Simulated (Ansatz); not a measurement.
Band structure of HfZn2 (Fd-3m, 6 atoms in the cell).

```yaml
crystal:
  lattice:
    - [0.00000, 3.55564, 3.55564]
    - [3.55564, 0.00000, 3.55564]
    - [3.55564, 3.55564, 0.00000]
  atoms:
    - { symbol: Hf, position: [0.75000, 0.75000, 0.75000], spin: 1.0 }
    - { symbol: Hf, position: [0.50000, 0.50000, 0.50000], spin: 1.0 }
    - { symbol: Zn, position: [0.12500, 0.12500, 0.62500] }
    - { symbol: Zn, position: [0.12500, 0.62500, 0.12500] }
    - { symbol: Zn, position: [0.12500, 0.12500, 0.12500] }
    - { symbol: Zn, position: [0.62500, 0.12500, 0.12500] }
```
(The spins are starting values, not results.)

Level of theory: LDA (PW92), PAW files made with PBE (plane waves; Ansatz, a quantum-chemistry and plane-wave program).

Settings: kpoints.mp_grid.grid = 5 5 5; hamiltonian.xc = lda; hamiltonian.pseudopotentials = {kind: paw} (the program's default PAW files); magnetization.spin_polarized = true; scf.occupations.method = fermi_dirac; scf.occupations.width = 0.1 eV; kpoints.band_path.npoints = 8.

The starting cell comes from a database of computed structures (which also holds hypothetical and non-ambient phases and stackings), without a prior relaxation at this level. Its lattice was rescaled by a random factor within 2.5 % of one. Spin-orbit coupling is off. The starting moments vanished: the run ended non-magnetic. The program warned that a starting moment was not kept.

Levels in eV from the Fermi level, bands 46 to 53 of the first spin channel:
```tsv
point	46	47	48	49	50	51	52	53
Γ	-2.12	-1.87	-1.87	-1.87	-1.04	-1.04	-1.04	2.84
X	-3.23	-2.49	-2.49	0.43	0.43	0.79	0.79	2.72
W	-4.32	-1.01	-1.01	0.01	0.01	0.88	0.88	2.36
K	-2.66	-2.60	-0.66	0.06	0.13	0.63	1.03	1.89
L	-2.61	-2.27	-0.91	-0.91	-0.08	-0.04	-0.04	3.22
U	-2.66	-2.60	-0.66	0.06	0.13	0.63	1.03	1.89
```

Bands cross the Fermi level along this path, so the cell is metallic at this level.

The net moment of the cell came out as 0.00 μB.

Keys are those of Ansatz 0.2.
